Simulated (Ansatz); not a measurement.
This Ansatz (a quantum-chemistry and plane-wave program) input is the reference run, InAs in the zinc blende structure (space group F-43m, No. 216), computed with Ansatz PBEsol, no spin-orbit coupling:

Ansatz 0.2 input:
```yaml
crystal:
  lattice:
    - [0, 3.04345923, 3.04345923]
    - [3.04345923, 0, 3.04345923]
    - [3.04345923, 3.04345923, 0]
  atoms:
    - { symbol: As, position: [0.75, 0.75, 0.75] }
    - { symbol: In, position: [0, 0, 0] }
basis: { ecutwfc: 420, ecutrho_ratio: 4, xc_grid: 2, fft_grid_basis: typed }
kpoints: { mp_grid: { grid: [9, 9, 9] } }
hamiltonian:
  xc: pbesol
  dispersion: none
  pseudopotentials: { kind: paw }
scf: { occupations: { method: fermi_dirac, width: 0.05 }, convergence: { dr2_threshold: 0.0000000002 } }
output: { forces: true, stress: true }
checkpoint: { write: state.ck, write_every: 1000 }
```

Problem. Write the input for this change: uniaxial strain ε_xx = −0.62 %, all other strain components held at zero, atoms relaxed at fixed cell.

Solution. 
Ansatz 0.2 input:
```yaml
crystal:
  lattice:
    - [0, 3.04345923, 3.04345923]
    - [3.0245897828, 0, 3.04345923]
    - [3.0245897828, 3.04345923, 0]
  atoms:
    - { symbol: As, position: [0.75, 0.75, 0.75] }
    - { symbol: In, position: [0, 0, 0] }
basis: { ecutwfc: 420, ecutrho_ratio: 4, xc_grid: 2, fft_grid_basis: typed }
kpoints: { mp_grid: { grid: [9, 9, 9] } }
hamiltonian:
  xc: pbesol
  dispersion: none
  pseudopotentials: { kind: paw }
scf: { occupations: { method: fermi_dirac, width: 0.05 }, convergence: { dr2_threshold: 0.0000000002 } }
relax: { f_tol: 0.005, max_steps: 50 }
output: { forces: true, stress: true }
checkpoint: { write: state.ck, write_every: 1000 }
```
This is the input that was run.

Stability against distortions was not tested. The final runs are not spin-polarised. Gaps under 0.05 eV, about the width of the smearing, are given as zero.
